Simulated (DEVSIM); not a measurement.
Device: abrupt GaAs p-n junction, at 300 K.

```csv
layer (left to right),material,thickness (μm),Nd (cm⁻³),Na (cm⁻³),τn (s),τp (s)
1,GaAs,1.70,-,9.3e17,3.3e-10,3.3e-10
2,GaAs,2.80,4.6e16,-,3.3e-10,3.3e-10
```

Left contact: ohmic. Right contact: ohmic. Voltage is applied to the left contact. Recombination: SRH at mid-gap, radiative, Auger. Mobility is μmin + (μ − μmin)/(1 + (N/Nref)^α).

Constants are typed, rounded textbook-type inputs, not results; the design itself was drawn at random and stands for no fabricated device. Values at 300 K; Nc and Nv go as T^1.5, mobilities as T to minus their exponent, the gap by Varshni's rule with the affinity fixed.

| parameter | GaAs |
|---|---|
| gap (eV) | 1.424 |
| affinity (eV) | 4.07 |
| permittivity | 12.9 |
| Nc (cm⁻³) | 4.7e17 |
| Nv (cm⁻³) | 9e18 |
| μn (cm²/Vs) | 8500 |
| μp (cm²/Vs) | 400 |
| μn,min | 500 |
| μp,min | 20 |
| Nref,n | 6e16 |
| Nref,p | 1.5e17 |
| αn | 0.39 |
| αp | 0.38 |
| T exponent of μn | 2.1 |
| T exponent of μp | 2.2 |
| B (cm³/s) | 2e-10 |
| Cn (cm⁶/s) | 1e-30 |
| Cp (cm⁶/s) | 1e-30 |
| Varshni α (eV/K) | 0.000541 |
| Varshni β (K) | 204 |

DEVSIM, 1D drift-diffusion, Boltzmann statistics, complete ionisation; no tunnelling, impact ionisation, image-force lowering or self-heating.

The temperature was swept, all else fixed.

| temperature (K) | dark forward voltage at 1 A/cm² (V) | largest field in the device at zero bias (V/cm) | dark forward voltage at 100 A/cm² (V) | potential step across the device at zero bias (V) |
|---|---|---|---|---|
| 250 | 1.122 | 130000 | 1.238 | 1.359 |
| 300 | 1.021 | 130000 | 1.163 | 1.305 |
| 350 | 0.916 | 120000 | 1.085 | 1.248 |
| 400 | 0.809 | 120000 | 1.004 | 1.189 |
| 450 | 0.700 | 120000 | 0.922 | 1.128 |
| 500 | … | 120000 | … | 1.065 |

Q: What belongs in the gaps?

A: 
- 500, dark forward voltage at 1 A/cm² (V): 0.588
- 500, dark forward voltage at 100 A/cm² (V): 0.838
